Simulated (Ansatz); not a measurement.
The starting structures come from a database of crystals and need not be the phases stable at ambient conditions.

 Where the default PAW files enter, the runs use the earlier of Ansatz's two default sets.

**Evanescent states of ZnGeO₃ (R-3, not sure to be the ambient phase, 10 atoms a cell, 10.1 Å³ an atom, -5 GPa at this level) along the normal of (101)**

Calculation: r2SCAN (plane waves, PAW; Ansatz, an electronic-structure program).

The gap is the functional's own, uncorrected, and κ follows it; spin-orbit coupling is left out. Mid-gap values are interpolated between the computed energies.

Energies count from the valence-band top; κ is the least over a 8×6 mesh across the current.

```csv
E (eV),κ (1/Å),where
0.07,0.135,off Γ
0.23,0.191,off Γ
0.38,0.226,off Γ
0.53,0.234,Γ
0.68,0.238,Γ
0.82,(withheld),Γ
0.97,(withheld),Γ
1.12,(withheld),Γ
1.27,(withheld),Γ
1.43,(withheld),Γ
1.57,(withheld),Γ
1.73,0.226,Γ
1.88,(withheld),Γ
2.02,(withheld),Γ
2.17,(withheld),Γ
2.33,0.179,Γ
2.48,0.159,Γ
2.62,0.134,Γ
2.77,0.098,Γ
2.92,0.022,Γ
```

Task: Fill in the missing entries.

Result: 
- 0.82, κ (1/Å): 0.241
- 0.97, κ (1/Å): 0.242
- 1.12, κ (1/Å): 0.242
- 1.27, κ (1/Å): 0.241
- 1.43, κ (1/Å): 0.237
- 1.57, κ (1/Å): 0.233
- 1.88, κ (1/Å): 0.218
- 2.02, κ (1/Å): 0.208
- 2.17, κ (1/Å): 0.195
